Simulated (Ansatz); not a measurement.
**Amorphous Al28O42Ru**

Preparation: random packing, a CHGNet melt and quench, and a DFT relaxation. O atoms were pushed apart under 1.9 Å during the dynamics, to hinder bonds among them. The hot cell started wider than the set density and was brought back towards it in steps. It is the lowest in DFT energy of 2 quenches. It is a model cell: composition and starting density were chosen by hand, and all elements were melted together. No dispersion term was used.

Level of theory: PBE, scalar-relativistic without spin-orbit coupling (plane waves to 420 eV, PAW; Ansatz, an electronic-structure program). Geometry, pressure, stress and energy are those of the PBE run. Its sampling: a 2×2×2 Γ-centred mesh; Fermi-Dirac width 0.01 eV; collinear spin, started from moments on atoms; no Hubbard U, moments started parallel, and no other order was tried (at the end a net moment of 1.0 μB). In the spin-polarised cell the level spacing at the Fermi energy can part levels of unlike spin. The levels at the Fermi energy are partly filled. A closed spacing in one fast-quenched cell at PBE doesn't show the material to be a metal.

| Item | Result |
|---|---|
| Number of atoms in the cell | 71 |
| Density (held, not predicted) | 3.27 g/cm^3 |
| Volume per atom | 10.93 Å³ |
| Pressure on a 2×2×2 Γ-centred mesh | -1.5 kbar |
| Largest force and stress component on that mesh (the relaxation ran on the zone centre alone) | 0.22 eV/Å and 1.4 GPa |
| Energy relative to corundum + hcp Ru (lowest mix at this level among the phases computed, not always the ambient ones) | 282 meV/atom |
| Level spacing at the Fermi energy on a 2×2×2 Γ-centred mesh (PBE) | within the smearing (under twice its width) |
| Net moment | 1.02 μB |

Neighbours within Al-Al 2.66 Å, Al-O 2.30 Å, Al-Ru 2.94 Å, O-O 1.58 Å, O-Ru 2.33 Å, Ru-Ru 3.21 Å count as bonded. Two cations that share two anions don't count as bonded, nor two that share one unless they lie closer than Al-Al 2.59 Å, Al-Ru 2.86 Å, Ru-Ru 3.12 Å.

Mean coordination of Al by anions: 4.46 (16 with 4, 11 with 5, 1 with 6)
Mean coordination of O: 3.07 (2 with 2, 35 with 3, 5 with 4)
Mean coordination of Ru by anions: 4.00 (1 with 4)
Mean Al-O bond: 1.855 Å (spread 0.092 Å, 125 counted)
Mean O-Ru bond: 2.137 Å (spread 0.111 Å, 4 counted)

Its density started from a set value of 3.27 g/cm³. Cooling (nominally 410 K/ps over its main leg) ran many orders faster than in experiment, which tends to leave more defects and strain. Values belong to this one cell and scatter from quench to quench. The volume was held where the preparation left it, at a PBE pressure of -0.1 GPa (tension). Stress components on the final sampling reach 1.4 GPa. On a 2×2×2 Γ-centred mesh force components of up to 0.22 eV/Å stay, since the relaxation ran on the zone centre alone.
